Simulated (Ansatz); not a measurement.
SiO (model structure, Pnma, No. 62, 8 atoms in the cell), treated with PBE (Ansatz, a program for electronic structure, PAW).

Numerical settings: plane-wave cutoff 520 eV, 6×18×14 k mesh (along the axes of the cell as run), Fermi–Dirac smearing 0.05 eV, scalar-relativistic PAW data made under PBE.

Cell (relaxed at this level):

```
CELL_PARAMETERS angstrom
      8.26674     0.00000     0.00000
      0.00000     2.60149     0.00000
      0.00000     0.00000     4.55418
ATOMIC_POSITIONS crystal
  Si 0.87504 0.25000 0.54551
  Si 0.12496 0.75000 0.45449
  Si 0.62496 0.75000 0.04551
  Si 0.37504 0.25000 0.95449
  O  0.72902 0.25000 0.85078
  O  0.27098 0.75000 0.14922
  O  0.77098 0.75000 0.35078
  O  0.22902 0.25000 0.64922
```

Problem. Give the computed bulk modulus.

Solution. 
bulk modulus: 77.9 GPa

The run finds no gap.

Note: the bulk modulus is −V dP/dV from two relaxed cells at ±2 % in volume; the relaxation could raise the start's symmetry but not lower it, so the cell can be a saddle point.

Computed values are for the static lattice.

A model structure was made by putting elements into a prototype or built by hand; it is no filed structure, need not be a known phase, and can be a saddle point held by its symmetry.
